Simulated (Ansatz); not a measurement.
Take SnSe2 in the CdI2 type structure (space group P-3m1, No. 164; layered, stacked along the Cartesian z axis) as the base.

```yaml
crystal:
  lattice:
    - [3.82584, 0.00000, 0.00000]
    - [-1.91292, 3.31327, 0.00000]
    - [0.00000, 0.00000, 6.23092]
  atoms:
    - { symbol: Sn, position: [0.00000, 0.00000, 0.00000] }
    - { symbol: Se, position: [0.33333, 0.66667, 0.25294] }
    - { symbol: Se, position: [0.66667, 0.33333, 0.74706] }
```

Cartesian axes are those of the cell as printed.

All numbers come from Ansatz (a program for electronic structure), r2SCAN+rVV10, PAW, cutoff 500 eV, no SOC.

Strains are applied to the cell and any free atomic positions relax; under biaxial strain the out-of-plane vector relaxes too.

One change was made to it. Results:

The band gap shrinks by 0.074 eV to 0.86 eV; the volume per atom increases by 0.287 Å³ (26.33 Å³ → 26.61 Å³); the smallest direct gap drops by 0.244 eV, from 1.49 eV to 1.24 eV.

Task: Which change produced these results?
(A) tensor shear ε_xy = +1.12 %
(B) biaxial strain +1.53 %, plane normal [001], relaxed out of plane
(C) biaxial strain +1.02 %, plane normal [001], relaxed out of plane

Result: C, biaxial strain +1.02 %, plane normal [001], relaxed out of plane. For comparison, the band gap in the other runs: tensor shear ε_xy = +1.12 % gives 0.82 eV; biaxial strain +1.53 %, plane normal [001], relaxed out of plane gives 0.82 eV.

No phonon test of stability was made.
